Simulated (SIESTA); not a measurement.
A short convergence ladder for SnO (P4/nmm, 4 atoms in the cell)

```xyz
4
Lattice="3.7810 0.0000 0.0000 0.0000 3.7810 0.0000 0.0000 0.0000 4.8158" Properties=species:S:1:pos:R:3 pbc="T T T"
Sn     1.8905     0.0000     3.6696
Sn     0.0000     1.8905     1.1462
O      1.8905     1.8905     0.0000
O      0.0000     0.0000     0.0000
```

Base method: GGA PBEsol, numerical atomic orbitals DZP, PseudoDojo PBEsol standard norm-conserving potentials (rewritten from UPF to PSML) (SIESTA).

Base settings: XC.functional = GGA; XC.authors = PBEsol; potentials = PseudoDojo PBEsol standard; PAO.BasisSize = DZP; PAO.EnergyShift = 0.005 Ry; MeshCutoff = 350 Ry; kgrid.MonkhorstPack = 3 3 3; OccupationFunction = FD; ElectronicTemperature = 232.09 K; MaxSCFIterations = 150.

Core times come from one kind of shared machine, to one figure; runs under 30 s give none.

**The force threshold of a relaxation**

On SnO (P4mm, 4 atoms in the cell): one atom moved by 0.15 angstrom.

In this ladder: MD.TypeOfRun = FIRE; MD.Steps = 40.

The mesh stays at the base's, so the ladder's end is converged at best in this setting alone.

Only quantities that move along the ladder and can be compared are tabulated; the gap is left out on so coarse a mesh.

| MD.MaxForceTol | free energy less the last step's (meV/atom) | largest force left (eV/Å) | relaxation steps | core time / last (rough) |
|---|---|---|---|---|
| 0.2 eV/Ang | 0.32 | 0.1920 | 8 | 0.2 |
| 0.1 eV/Ang | 0.06 | 0.0794 | 14 | 0.4 |
| 0.05 eV/Ang | 0.01 | 0.0208 | 16 | 0.4 |
| 0.03 eV/Ang | 0.01 | 0.0208 | 16 | 0.3 |
| 0.02 eV/Ang | 0.00 | 0.0197 | 20 | 0.5 |
| 0.01 eV/Ang | 0.00 | 0.0087 | 27 | 0.6 |
| 0.005 eV/Ang | 0.00 | 0.0031 | 29 | 0.7 |
| 0.001 eV/Ang | 0.00 | 0.0010 | 36 | 1 |

Coarsest MD.MaxForceTol that holds the largest force left within 0.005 eV/Å of the last step, with all finer ones: 0.005 eV/Ang; the step before is off by 0.0077 eV/Å.

Coarsest MD.MaxForceTol that holds the free energy within 0.2 meV/atom of the last step, with all finer ones: 0.1 eV/Ang, at about 0.4 of the last step's time; the step before is off by 0.32 meV/atom.

On the base run: the starting cell has typed, rounded lattice constants, without a prior relaxation at this level. Its lattice was rescaled by up to half a per cent. Values carry the incompleteness of an atom-centred basis. In the base run, with a pressure of about 5 GPa the cell is away from its equilibrium volume at this level.
